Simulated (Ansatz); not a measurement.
**Response to strain in hypothetical rock salt YSi**

The reference is YSi in the rock salt structure (space group Fm-3m, No. 225; a = 5.834 Å; a hypothetical phase, not in the database extracts checked). Axes: x, y, z lie along the cube axes.

Strains are applied to the cell and any free atomic positions relax; under biaxial strain the out-of-plane vector relaxes too.

All numbers come from r2SCAN, PAW, 500 eV (Ansatz, a quantum-chemistry and plane-wave program; spin-orbit coupling left out).

Notes on the quantities. energy relative to the base: free energy F; pressure: mean of the normal stresses, compression positive.

```csv
change,space group,energy relative to the base,pressure,volume per atom
base,Fm-3m (No. 225),0 meV/atom,0.0 GPa,24.83 Å³
"biaxial strain +0.68 %, plane normal [110], relaxed out of plane",Immm (No. 71),+0.5 meV/atom,-0.4 GPa,24.97 Å³
"biaxial strain +2.49 %, plane normal [111], relaxed out of plane",R-3m (No. 166),-2.7 meV/atom,0.6 GPa,24.55 Å³
isotropic strain −2.68 %,Fm-3m (No. 225),+37 meV/atom,6.4 GPa,22.88 Å³
isotropic strain −2.29 %,Fm-3m (No. 225),+26 meV/atom,5.4 GPa,23.16 Å³
uniaxial strain ε_xx = −4.65 %,I4/mmm (No. 139),+32 meV/atom,3.9 GPa,23.67 Å³
uniaxial strain ε_xx = +3.61 %,I4/mmm (No. 139),+15 meV/atom,-2.1 GPa,25.72 Å³
uniaxial strain ε_zz = −3.66 %,I4/mmm (No. 139),+19 meV/atom,2.9 GPa,23.92 Å³
uniaxial strain ε_zz = +5.96 %,I4/mmm (No. 139),+37 meV/atom,-3.1 GPa,26.31 Å³
tensor shear ε_xz = +0.81 %,Immm (No. 71),0.0 meV/atom,0.0 GPa,24.82 Å³
```

A biaxial case was relaxed in a doubled cell and then solved in the primitive one. Without a gap, meshes like the base's 14×14×14 leave anisotropic stresses uncertain by several tenths of a GPa, and small strain energies with them. No phonon test of stability was made. The final runs are not spin-polarised. An odd electron count without spin: YSi. Under biaxial strain +2.49 %, plane normal [111], relaxed out of plane the cell ends below the base's energy or with stress of the wrong sign: the atoms slid into a distortion or the cell is elastically unstable, so the base is not a stable minimum at this level. YSi has a high density of states at the Fermi level and may be magnetic at this level.
